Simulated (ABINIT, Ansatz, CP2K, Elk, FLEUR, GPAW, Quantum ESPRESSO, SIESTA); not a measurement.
## One structure in several programs: CaGaSiH (P3m1, 4 atoms in the cell)

Self-consistent single point, at a second geometry (lattice scaled by 0.98). First geometry:

```
CELL_PARAMETERS angstrom
      4.09110     0.00000     0.00000
     -2.04555     3.54300     0.00000
      0.00000     0.00000     4.76280
ATOMIC_POSITIONS crystal
  Ca 0.00000 0.00000 0.00000
  Ga 0.66667 0.33333 0.55680
  Si 0.33333 0.66667 0.43370
  H  0.66667 0.33333 0.92500
```

Shared settings, as Ansatz (a quantum-chemistry and plane-wave program) writes them: kpoints.mp_grid.grid = 6 6 5; scf.occupations.method = fermi_dirac; scf.occupations.width = 0.02 eV. Potentials and cutoffs stand in the table.

```
code                                                                                                                                      model  ΔF from the first geometry (meV/atom)  pressure (GPa)  largest force (eV/Å)  gap on the mesh (eV)           cutoff
----------------  -----------------------------------------------------------------------------------------------------------------------------  -------------------------------------  --------------  --------------------  --------------------  ---------------
FLEUR                                                                           PBEsol, all-electron FLAPW (FLEUR), scalar-relativistic valence                                   -2.1               –                     –                 0.308  Kmax 4.7 1/bohr
Quantum ESPRESSO                                                                           PBEsol, GBRV 1.5 ultrasoft (PBESOL) pseudopotentials                                   -2.6            1.57                 0.175                 0.312            50 Ry
Ansatz                                                                                                          PBEsol, PAW files made with PBE                                   -2.7            1.64                 0.169                 0.308          default
Elk                                                             PBEsol, all-electron FP-LAPW, Elk's shipped species files, default APW+lo basis                                      –               –                     –                 0.318         rgkmax 7
ABINIT                                                                                       PBEsol, PAW (JTH v2.0 PBE PAW, files made for PBE)                                   -2.5            1.68                 0.176                 0.314            60 Ry
CP2K                                                                 PBEsol, GPW, DZVP-MOLOPT-SR-GTH basis, GTH-PBE potentials (GTH_POTENTIALS)                                    1.6            2.30                     –                 0.230      grid 600 Ry
SIESTA            GGA PBEsol, numerical atomic orbitals DZP, PseudoDojo PBEsol standard norm-conserving potentials (rewritten from UPF to PSML)                                   35.2            8.18                 0.075                 0.556      grid 400 Ry
GPAW                                                                                      PBEsol, GPAW PAW datasets PBEsol (made by gpaw-setup)                                    6.4            3.30                 0.424                 0.333           850 eV
```

Size of the force on each atom (eV/Å): Sizes of forces hide their directions.

```
code                Ca1    Ga2    Si3     H4
----------------  -----  -----  -----  -----
Quantum ESPRESSO  0.048  0.089  0.038  0.175
Ansatz            0.050  0.085  0.034  0.169
ABINIT            0.050  0.092  0.034  0.176
SIESTA            0.014  0.075  0.026  0.064
GPAW              0.039  0.242  0.143  0.424
```

A dash marks a value that a program does not give, or that is left out as unsure.

Gaps are read on the mesh.

The spread over the programs that give each value: ΔF from the first geometry within 37.9 meV/atom; pressure within 6.61 GPa; largest force within 0.349 eV/Å; gap on the mesh within 0.326 eV.

CP2K and SIESTA use small atom-centred bases, whose incompleteness enters pressures, forces and empty levels differently from a plane-wave cutoff. FLEUR and Elk treat all electrons, but the usual bases taken here (sphere radii, linearisation, local orbitals, empty states) were not tested for convergence, so the values are no reference for the others. Ansatz's pressure is given at a fixed set of plane waves, as the other plane-wave codes print theirs; with its correction for the finite basis it is 1.67 GPa. In the pressure, SIESTA (by 6.52) and GPAW (by 1.64) lie more than 1 GPa from the median of the plane-wave programs. In the gap, SIESTA (by 0.243) lies more than 0.12 eV from the median of the plane-wave programs. In the force vectors, SIESTA (by 0.111) and GPAW (by 0.249) lie more than 0.08 eV/Å from the median of the plane-wave programs.

The starting cell comes from a database of computed structures (which also holds hypothetical and non-ambient phases and stackings), without a prior relaxation at this level. For this run, on top of that: lattice scaled by 0.98.

Keys are those of Ansatz 0.2.
